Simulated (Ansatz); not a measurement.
The reference is TaN in the rock salt structure (space group Fm-3m, No. 225).

Space group Fm-3m (No. 225); a = b = c = 4.375 Å, α = β = γ = 90.00°

```csv
atom,site,symmetry,x,y,z
N,4a,m-3m,0.0000,0.0000,0.0000
Ta,4b,m-3m,0.5000,0.5000,0.5000
```
(The calculation used a cell of 2 atoms; values per cell refer to that cell.)

Computed with PBEsol/PAW in Ansatz (a quantum-chemistry and plane-wave program), scalar-relativistic without spin-orbit coupling, earlier PAW set.

For the base:

```
Property               Value
-------------------  -------
Lattice parameter a  4.375 Å
```

Modification: Hf takes the place of Ta on all its sites; the structure is relaxed again.

Tabulated Pauling electronegativity and covalent radius: Ta 1.50, 1.70 Å; Hf 1.30, 1.75 Å.

**Question.** Predict the new lattice parameter a.

**Answer.** The lattice parameter a increases by 0.127 Å (4.375 Å → 4.502 Å).

Whether these cells are dynamically stable was not tested. The final runs are not spin-polarised. An odd electron count without spin: HfN. This is not the structure that TaN has at room temperature and ambient pressure.
